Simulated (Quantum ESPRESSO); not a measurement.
**A short convergence ladder for MgTl (Pm-3m, 2 atoms in the cell)**

```
MgTl
1.0
    3.61961     0.00000     0.00000
    0.00000     3.61961     0.00000
    0.00000     0.00000     3.61961
Mg Tl
1 1
Direct
  0.00000   0.00000   0.00000
  0.50000   0.50000   0.50000
```

Base method: LDA (PW92), PseudoDojo standard norm-conserving (LDA) pseudopotentials (plane waves; Quantum ESPRESSO 7.5).

Base settings: ecutwfc = 85 Ry; occupations = smearing; smearing = gauss; degauss = 0.0073499 Ry; potentials = {Mg: Mg.upf, Tl: Tl.upf}; K_POINTS = automatic 7 7 7 0 0 0; conv_thr = 1e-11 Ry.

**Zone-centre phonons against the cutoff**

In this ladder: ph.x.tr2_ph = 1e-14; ph.x.fildyn = dyn.G; dynmat.x.fildyn = dyn.G; dynmat.x.asr = crystal.

The mesh stays at the base's, so the ladder's end is converged at best in this setting alone.

Frequencies are those of the unrelaxed cell, without the LO-TO term of polar crystals.

Only quantities that move along the ladder and can be compared are tabulated.

```tsv
ecutwfc	highest zone-centre frequency (cm⁻¹)
42 Ry	135.4
51 Ry	143.3
59 Ry	139.0
85 Ry	138.2
128 Ry	138.2
```

Coarsest ecutwfc that holds the highest zone-centre frequency within 2 cm⁻¹ of the last step, with all finer ones: 59 Ry; the step before is off by 5.2 cm⁻¹.

On the base run: the starting cell comes from a database of computed structures (which also holds hypothetical and non-ambient phases and stackings), without a prior relaxation at this level. Its lattice was rescaled by up to half a per cent.
